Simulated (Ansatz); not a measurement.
Base system: Ta2N in the anti-CdI2 type structure (space group P-3m1, No. 164; relaxed with 0.1 eV smearing).

```yaml
crystal:
  lattice:
    - [3.07382, 0.00000, 0.00000]
    - [-1.53691, 2.66201, 0.00000]
    - [0.00000, 0.00000, 4.85523]
  atoms:
    - { symbol: N, position: [0.00000, 0.00000, 0.00000] }
    - { symbol: Ta, position: [0.33333, 0.66667, 0.25628] }
    - { symbol: Ta, position: [0.66667, 0.33333, 0.74372] }
```

Cartesian axes are those of the cell as printed.

Method: PBE-D3(BJ)/PAW in Ansatz (a first-principles code), no spin-orbit coupling.

One thing is altered: every lattice vector is stretched by 1.81 %, atoms relaxed at fixed cell.

### Question
Predict the stress tensor and what it implies for the stiffness.

### Answer
Stress of the strained cell less that of the base (GPa, compression positive):
```
  -13.4     0.0     0.0
    0.0   -13.4     0.0
    0.0     0.0   -14.5
```

Then B = −ΔP/(ΔV/V₀) with ΔV/V₀ = 0.0553 gives secant stiffness values (nonlinear terms included at this strain): B (at held cell shape, above the free-shape value) ≈ 248 GPa.

As a check, the harmonic strain energy −½ V₀ Δσ:ε is 31 meV/atom; the computed energy rise is 33 meV/atom.

Whether these cells are dynamically stable was not tested. All final runs are without spin polarisation.
